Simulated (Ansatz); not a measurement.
An Ansatz (a program for electronic structure) input (plane-wave PAW DFT at the PBEsol level (Ansatz, 420 eV), scalar-relativistic without spin-orbit coupling):

Ansatz 0.2 input:
```yaml
crystal:
  lattice:
    - [-2.296836923, 2.296836923, 4.3960189328]
    - [2.296836923, -2.296836923, 4.3960189328]
    - [2.296836923, 2.296836923, -4.3960189328]
  atoms:
    - { symbol: O, position: [0, 0, 0] }
    - { symbol: S, position: [0.5, 0.5, 0] }
    - { symbol: O, position: [0.25, 0.75, 0.5] }
    - { symbol: O, position: [0.75, 0.25, 0.5] }
    - { symbol: Mg, position: [0.7734806571, 0.7734806571, 0] }
    - { symbol: Mg, position: [0.2265193429, 0.2265193429, 0] }
    - { symbol: Mg, position: [0, 0.5, 0.5] }
    - { symbol: Mg, position: [0.5, 0, 0.5] }
basis: { ecutwfc: 420, ecutrho_ratio: 4, xc_grid: 2, fft_grid_basis: typed }
kpoints: { mp_grid: { grid: [10, 10, 10] } }
hamiltonian:
  xc: pbesol
  dispersion: none
  pseudopotentials: { kind: paw }
scf: { occupations: { method: fermi_dirac, width: 0.05 }, convergence: { dr2_threshold: 0.0000000008 } }
output: { forces: true, stress: true }
checkpoint: { write: state.ck, write_every: 1000 }
```

Question: Which symmetry and how many k-points will the program report, and about how many plane waves at Γ?

Answer: Space group I4/mmm (ITA 139) with 16 operations, k-points 102 of 1000, and 1783 plane waves at Γ.

These are small ordered cells, not random alloys; other orderings at the same x differ. No phonon test of stability was made. The cell was made from MgS by this change: x(O) = 0.75, 8 atoms, I4/mmm.
